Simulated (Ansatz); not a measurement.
Start from PbI2 (space group P6_3/mmc, No. 194; a = 4.3977 Å, c = 14.8453 Å; a hypothetical phase, not in the database extracts checked).

Computed with DFT with PBE-D3(BJ), PAW potentials and a 420 eV plane-wave cutoff in Ansatz (a first-principles code), no spin-orbit coupling, earlier PAW set.

Before the change:

| Quantity | Value |
|---|---|
| Gap between the host's bands | 1.99 eV |
| Gap character | indirect, Γ → K |

Perturbation: 1.24 electrons added to each cell, a density of 5.0×10^21 cm⁻³, with a uniform compensating background at fixed cell and a 300 K Fermi–Dirac width.

Problem. How does this affect the largest internal atomic displacement?

Solution. The largest internal atomic displacement amounts to 0.131 Å.

Problem. What does the calculation give for the Fermi level from band edge after the change?

Solution. The Fermi level relative to the doped band's edge (positive inside the band; to 0.05 eV) is +0.70 eV.

Problem. How does this affect the gap between the host's bands?

Solution. The gap between the host's bands falls by 0.60 eV, from 1.99 eV to 1.39 eV.

Problem. How does this affect the gap character?

Solution. The gap character is still indirect, Γ → K.

Carriers are added with a uniform compensating background; total energy and stress of such cells depend on the potential's zero and are not compared; many-body gap narrowing is missing at this level. Spin-orbit coupling, missing from the scalar runs, can matter with I and Pb. Stability against distortions was not tested.
